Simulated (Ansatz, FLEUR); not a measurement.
An Ansatz (a quantum-chemistry and plane-wave program) input for a self-consistent single point of Cu3Au (Pm-3m, 4 atoms in the cell) (DFT, PBE, plane waves, default PAW files):

Ansatz 0.2 input:
```yaml
crystal:
  lattice:
    - [3.717997, 0.000000, 0.000000]
    - [0.000000, 3.717997, 0.000000]
    - [0.000000, 0.000000, 3.717997]
  atoms:
    - { symbol: Cu, position: [0.000000, 0.500000, 0.500000] }
    - { symbol: Cu, position: [0.500000, 0.000000, 0.500000] }
    - { symbol: Cu, position: [0.500000, 0.500000, 0.000000] }
    - { symbol: Au, position: [0.000000, 0.000000, 0.000000] }
kpoints:
  mp_grid:
    grid: [9, 9, 9]
hamiltonian:
  xc: pbe
  pseudopotentials:
    kind: paw
scf:
  occupations:
    method: gaussian
    width: 0.05 eV
output:
  forces: true
  eigenvalues: true
  stress: true
```

Task: Write the same calculation as an input for FLEUR.

Result: One input that does it (others would too):

Input of the input generator:

```
Cu3Au
&input film=f /
3.7179970000 0.0000000000 0.0000000000
0.0000000000 3.7179970000 0.0000000000
0.0000000000 0.0000000000 3.7179970000
1.8897261246
1.0 1.0 1.0

4
29 0.0000000000 0.5000000000 0.5000000000
29 0.5000000000 0.0000000000 0.5000000000
29 0.5000000000 0.5000000000 0.0000000000
79 0.0000000000 0.0000000000 0.0000000000

&comp jspins=1 /
&kpt div1=9 div2=9 div3=9 /
&end /
```

```xml
<?xml version="1.0" encoding="UTF-8" standalone="no"?>
<fleurInput fleurInputVersion="0.39">
   <comment>
      Cu3Au                                                                                               
   </comment>
   <calculationSetup>
      <cutoffs Kmax="4.2" Gmax="12.6" GmaxXC="12.6" numbands="0"/>
      <scfLoop itmax="80" minDistance="0.00001" maxIterBroyd="15" imix="Anderson" alpha="0.05" precondParam="0.0" spinf="2.0"/>
      <coreElectrons ctail="T" frcor="F" kcrel="0" coretail_lmax="0"/>
      <xcFunctional name="pbe" relativisticCorrections="F"/>
      <magnetism jspins="1"/>
      <soc l_soc="F" theta="0.0" phi="0.0" spav="F"/>
      <expertModes spex="0" secvar="F"/>
      <geometryOptimization l_f="T" forcealpha="1.0" forcemix="BFGS" epsdisp="0.00001" epsforce="0.00001"/>
      <ldaU l_linMix="F" mixParam="0.05" spinf="1.0"/>
   </calculationSetup>
   <cell>
      <bzIntegration valenceElectrons="50.0" mode="gauss" fermiSmearingEnergy="0.00183747">
         <kPointListSelection listName="default-1"/>
         <!-- k-points included here -->
         <xi:include xmlns:xi="http://www.w3.org/2001/XInclude" href="kpts.xml"> </xi:include>
      </bzIntegration>
      <!-- symmetry operations included here -->
      <xi:include xmlns:xi="http://www.w3.org/2001/XInclude" href="sym.xml"> </xi:include>
      <bulkLattice scale="1.0">
         <bravaisMatrix>
            <row-1>    7.0259960620844257     0.0000000000000000     0.0000000000000000</row-1>
            <row-2>    0.0000000000000000     7.0259960620844257     0.0000000000000000</row-2>
            <row-3>    0.0000000000000000     0.0000000000000000     7.0259960620844257</row-3>
         </bravaisMatrix>
      </bulkLattice>
   </cell>
   <atomSpecies>
      <species name="Copper (Cu)" element="Cu" atomicNumber="29">
         <mtSphere radius="2.37" gridPoints="817" logIncrement="0.015"/>
         <atomicCutoffs lmax="10" lnonsphr="8"/>
         <electronConfig flipSpins="F">
            <coreConfig>(1s1/2) (2s1/2) (2p1/2) (2p3/2) (3s1/2) (3p1/2) (3p3/2)</coreConfig>
            <valenceConfig>(4s1/2) (3d3/2) (3d5/2)</valenceConfig>
            <stateOccupation state="(4s1/2)" spinUp="0.5" spinDown="0.5"/>
         </electronConfig>
         <energyParameters s="4" p="4" d="3" f="4"/>
      </species>
      <species name="Gold (Au)" element="Au" atomicNumber="79">
         <mtSphere radius="2.37" gridPoints="817" logIncrement="0.016"/>
         <atomicCutoffs lmax="10" lnonsphr="8"/>
         <electronConfig flipSpins="F">
            <coreConfig>(1s1/2) (2s1/2) (2p1/2) (2p3/2) (3s1/2) (3p1/2) (3p3/2) (4s1/2) (3d3/2) (3d5/2) (4p1/2) (4p3/2) (5s1/2) (4d3/2) (4d5/2) (4f5/2) (4f7/2)</coreConfig>
            <valenceConfig>(5p1/2) (5p3/2) (6s1/2) (5d3/2) (5d5/2)</valenceConfig>
            <stateOccupation state="(6s1/2)" spinUp="0.5" spinDown="0.5"/>
         </electronConfig>
         <energyParameters s="6" p="6" d="5" f="5"/>
         <lo type="SCLO" l="1" n="5" eDeriv="0"/>
      </species>
   </atomSpecies>
   <atomGroups>
      <atomGroup species="Copper (Cu)">
         <relPos label="                   1">.0000000000 1.000/2.000 1.000/2.000</relPos>
         <relPos label="                   2">1.000/2.000 .0000000000 1.000/2.000</relPos>
         <relPos label="                   3">1.000/2.000 1.000/2.000 .0000000000</relPos>
         <force calculate="T" relaxXYZ="TTT"/>
      </atomGroup>
      <atomGroup species="Gold (Au)">
         <relPos label="                   4">.0000000000 .0000000000 .0000000000</relPos>
         <force calculate="T" relaxXYZ="TTT"/>
      </atomGroup>
   </atomGroups>
   <output dos="F" band="F" slice="F">
      <checks vchk="F" cdinf="F"/>
      <bandDOS minEnergy="-.5*Htr" maxEnergy="0.5*Htr" sigma="0.015" storeEVData="T"/>
      <vacuumDOS vacdos="F" integ="F" star="F" nstars="0" locx1="0.0" locy1="0.0" locx2="0.0" locy2="0.0" nstm="0" tworkf="0.0"/>
      <unfoldingBand unfoldBand="F" supercellX="1" supercellY="1" supercellZ="1"/>
      <plotting iplot="0" polar="F">
         <plot TwoD="T" vec1="  1.0  0.0  0.0" vec2="  0.0  1.0  0.0" vec3="  0.0  0.0  1.0" zero="  0.0  0.0  0.0" file="plot"/>
      </plotting>
      <chargeDensitySlicing numkpt="0" minEigenval="0.0" maxEigenval="0.0" nnne="0" pallst="F"/>
      <specialOutput eonly="F"/>
      <magneticCircularDichroism mcd="F" energyLo="-10.0" energyUp="0.0"/>
   </output>
  <!-- We include the file relax.xml here to enable relaxations (see documentation) -->
  <xi:include xmlns:xi="http://www.w3.org/2001/XInclude" href="relax.xml"> <xi:fallback/> </xi:include>
</fleurInput>
```

Basis settings and potentials, where a program has them, do not carry over. This input uses DFT, PBE, all-electron FLAPW (FLEUR), scalar-relativistic valence.

The starting cell has typed, rounded lattice constants, without a prior relaxation at this level. Its lattice was rescaled by a random factor within 2.5 % of one. For this run, on top of that: lattice scaled by 0.98.
